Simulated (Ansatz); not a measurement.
Structures of equal composition on the (111) surface of fcc Ir: a layer of Pd in place of the second plane; a layer of Pd in place of the third plane. The slabs share one bottom face, and each structure is named by its start. These are constructed structures in small cells; real faces may alloy, dewet or reconstruct in larger ones, and not all known structures of the face are among them. Slabs of about 11 Å, Fermi-Dirac smearing of 0.1 eV. Bottom of the slabs: a bare face, its two planes held. Relaxed from the named starts with such symmetry as they have, on meshes of like density; energies extrapolated to zero smearing; spin only where a row says so; no spin-orbit coupling, no U. Brackets mark spin-polarised runs, whose order is one that fits the cell.

Method: PBE (plane waves to 420 eV, PAW; Ansatz, a quantum-chemistry and plane-wave program).

Problem. Put the candidates in order of energy per 1x1 cell, lowest first, for PBE.

Solution. a layer of Pd in place of the third plane (0.000 eV), a layer of Pd in place of the second plane (0.029 eV)
